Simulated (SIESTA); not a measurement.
SIESTA run on TiNbC₂ (R-3m, 4 atoms in the cell): self-consistent single point.

Level of theory: LDA PW92, numerical atomic orbitals TZP, PseudoDojo LDA standard norm-conserving potentials (rewritten from UPF to PSML) in SIESTA.

```
CELL_PARAMETERS angstrom
      1.56522     0.90368     5.09669
     -1.56522     0.90368     5.09669
      0.00000    -1.80736     5.09669
ATOMIC_POSITIONS crystal
  Ti 0.50000 0.50000 0.50000
  Nb 0.00000 0.00000 0.00000
  C  0.75243 0.75243 0.75243
  C  0.24757 0.24757 0.24757
```

Reference input (self-consistent single point, DFT, GGA PBEsol, numerical atomic orbitals TZP, PseudoDojo PBEsol standard norm-conserving potentials (rewritten from UPF to PSML)): XC.functional = GGA; XC.authors = PBEsol; potentials = PseudoDojo PBEsol standard; PAO.BasisSize = TZP; PAO.EnergyShift = 0.005 Ry; MeshCutoff = 350 Ry; kgrid.MonkhorstPack = 8 8 8; OccupationFunction = MP; OccupationMPOrder = 0; ElectronicTemperature = 0.05 eV; MaxSCFIterations = 150; SCF.Mixer.Method = Pulay. This run's input differs from it in these lines:

```diff
@@ -1,2 +1,2 @@
-# files in the folder: Ti.psml Nb.psml C.psml (PseudoDojo PBEsol standard)
+# files in the folder: Ti.psml Nb.psml C.psml (PseudoDojo LDA standard)
 SystemName  TiNbC2
@@ -25,4 +25,4 @@
 
-XC.functional                GGA
-XC.authors                   PBEsol
+XC.functional                LDA
+XC.authors                   PW92
 PAO.BasisSize                TZP
```

The program printed (abridged):

```
        iscf     Eharris(eV)        E_KS(eV)     FreeEng(eV)     dDmax    Ef(eV) dHmax(eV)
   scf:    1    -3559.353598    -3622.734937    -3622.735973  1.545658 -5.394641 15.828537
   scf:    2    -3642.435839    -3633.398107    -3633.398404  0.107924 -5.602667 10.608075
   scf:    3    -3641.672797    -3641.590672    -3641.592242  0.164563 -5.999615  2.067201
   scf:    4    -3641.723312    -3641.808389    -3641.810321  0.032562 -5.936131  1.275737
   scf:    5    -3640.523057    -3641.329551    -3641.332051  0.054328 -5.985751  3.660537
   [... 4 lines left out ...]
   scf:   10    -3641.894667    -3641.894560    -3641.896453  0.002499 -6.190295  0.045308
   scf:   11    -3641.894670    -3641.894680    -3641.896562  0.000767 -6.191564  0.008007
   scf:   12    -3641.894680    -3641.894681    -3641.896565  0.000147 -6.191351  0.000135
   scf:   13    -3641.894682    -3641.894681    -3641.896565  0.000009 -6.191358  0.000120
SCF Convergence by DM+H criterion
max |DM_out - DM_in|         :     0.0000093129
max |H_out - H_in|      (eV) :     0.0001200795
SCF cycle converged after 13 iterations

Using DM_out to compute the final energy and forces

siesta: E_KS(eV) =            -3641.8947

siesta: E_KS - E_eggbox =     -3641.8947

siesta: Atomic forces (eV/Ang):
     1   -0.000000   -0.000000   -0.000000
     2    0.000000   -0.000000    0.000000
     3   -0.000000   -0.000001   -0.018147
     4   -0.000000    0.000001    0.018147
   Tot   -0.000000   -0.000000    0.000000
   Max    0.018147
   Res    0.007408    sqrt( Sum f_i^2 / 3N )
   Max    0.018147    constrained

Stress tensor Voigt[x,y,z,yz,xz,xy] (kbar):      136.19      136.18      129.49        0.00       -0.00       -0.00
(Free)E + p*V (eV/cell)    -3645.5130
   [... lines left out ...]
siesta: FreeEng =     -3641.896565
   [... lines left out ...]
siesta:     0.085000   -0.000000   -0.000000
siesta:    -0.000000    0.085000    0.000000
siesta:    -0.000000    0.000000    0.080824

siesta: Cell volume =         43.254349 Ang**3

siesta: Pressure (static):
siesta:                Solid            Molecule  Units
siesta:          -0.00091061         -0.00089885  Ry/Bohr**3
siesta:          -0.08360811         -0.08252862  eV/Ang**3
siesta:        -133.95496688       -132.22542218  kBar
```

The run converged in 13 iterations. Against the reference run the pressure goes from -8.41 to -13.40 GPa and the largest force moves little (0.015 to 0.018 eV/Å).

The starting cell comes from a database of computed structures (which also holds hypothetical and non-ambient phases and stackings), without a prior relaxation at this level. Spin polarisation is off. Values carry the incompleteness of an atom-centred basis. With a pressure of about -13 GPa the cell is away from its equilibrium volume at this level.

Cost on one core of a shared machine: roughly 2 min.
